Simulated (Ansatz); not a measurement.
Consider Sn in the diamond structure (space group Fd-3m, No. 227; relaxed with 0.1 eV smearing).

```xyz
2
Lattice="0.0000 3.3281 3.3281 3.3281 0.0000 3.3281 3.3281 3.3281 0.0000" Properties=species:S:1:pos:R:3 pbc="T T T"
Sn     0.0000     0.0000     0.0000
Sn     1.6640     1.6640     1.6640
```

Cartesian axes are those of the cell as printed.

Level of theory: PBE (Ansatz, a first-principles code), scalar-relativistic without spin-orbit coupling.

Now apply this change: every lattice vector is stretched by 2.50 %; the atoms relax in the strained cell.

Problem. Predict the stress tensor and what it implies for the stiffness.

Solution. Stress of the strained cell less that of the base (GPa, compression positive):
```
   -2.2     0.0     0.0
    0.0    -2.2     0.0
    0.0     0.0    -2.2
```

Then B = −ΔP/(ΔV/V₀) with ΔV/V₀ = 0.0769 gives secant stiffness values (nonlinear terms included at this strain): B ≈ 29 GPa.

As a check, the harmonic strain energy −½ V₀ Δσ:ε is 19 meV/atom; the computed energy rise is 21 meV/atom.

Stability against distortions was not tested.
